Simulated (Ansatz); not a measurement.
## A computed series for YRu3Si2: alloy series

Start from YRu3Si2 (space group P6/mmm, No. 191; a = 5.4923 Å, c = 3.6102 Å; a cell from a computed database, its experimental status unchecked).

The other end (x = 1) is YAl₂Ru₃ (space group P6/mmm, No. 191; a hypothetical phase, not in the database extracts checked): 16.57 Å³/atom, gap zero; this end may not be an ambient phase.

Al replaces a fraction x of Si; each row is one arrangement (x, atoms in the cell, starting space group or random), fully relaxed.

The values are results of DFT with PBEsol, PAW potentials and a 420 eV plane-wave cutoff in Ansatz (a program for electronic structure), scalar-relativistic without spin-orbit coupling, not measurements.

Notes on the quantities. mixing energy: to 0.01 eV only: unlike meshes or grids; against an end that may be hypothetical; deviation of the volume from the linear: Vegard-type) interpolation.

| case | mixing energy | shortest interatomic distance | deviation of the volume from the linear |
|---|---|---|---|
| base | – | 2.403 Å | – |
| x(Al) = 0.25, 12 atoms, Pmm2 | 0.00 eV/atom | 2.391 Å | +0.1 % |
| x(Al) = 0.5, 6 atoms, P-6m2 | +0.01 eV/atom | 2.429 Å | 0.0 % |
| x(Al) = 0.5, 12 atoms, Immm | -0.02 eV/atom | 2.388 Å | -0.2 % |
| x(Al) = 0.75, 12 atoms, P-6m2 | 0.00 eV/atom | 2.433 Å | 0.0 % |

These are small ordered cells, not random alloys; other orderings at the same x differ. Stability against distortions was not tested. The final runs are not spin-polarised. An odd electron count without spin: Y2AlRu6Si3, YRu3Si2, YAl2Ru3 and Y2Al3Ru6Si. YAl2Ru3 and Y2Al3Ru6Si have a high density of states at the Fermi level and may be magnetic at this level.
